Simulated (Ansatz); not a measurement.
## Si2N2Se (Cmc2₁, No. 36, 10 atoms in the cell; start mp-1245915)

These are r²SCAN (Ansatz, a program for electronic structure, plane waves, PAW) values and carry that method's errors.

Run with plane-wave cutoff 560 eV, 8×8×8 k mesh, Fermi–Dirac smearing 0.01 eV, scalar-relativistic PAW data made under PBE.

Cell (relaxed with PBEsol):

N2SeSi2 has the orthorhombic space group Cmc2₁ (No. 36), Pearson symbol oS20. Conventional cell: a = 10.748 Å, b = 5.580 Å, c = 4.877 Å, α = 90.00°, β = 90.00°, γ = 90.00°. Si on 8b is surrounded by 3 N at 1.734–1.760 Å and 1 Se at 2.270 Å (tetrahedral). Se on 4a has 2 Si at 2.270 Å (bent). N on 8b sees 3 Si at 1.734–1.760 Å (trigonal planar). (Neighbours: up to the widest gap in distance over summed covalent radii, below 1.35, at either atom.)
(The calculation used a cell of 10 atoms; values per cell refer to that cell.)

```
Item                                                      Value
-------------------------------------------  ------------------
band gap                                     3.33 eV (indirect)
smallest direct gap on the k points sampled             3.56 eV
```

Note: cell and atoms aren't relaxed at this level (largest force component 0.15 eV/Å, pressure -0.7 GPa).

Spin–orbit coupling is not included.

The computed numbers hold no vibrational or temperature effects.

A start named mp-… is a Materials Project structure, which need not be a measured phase.
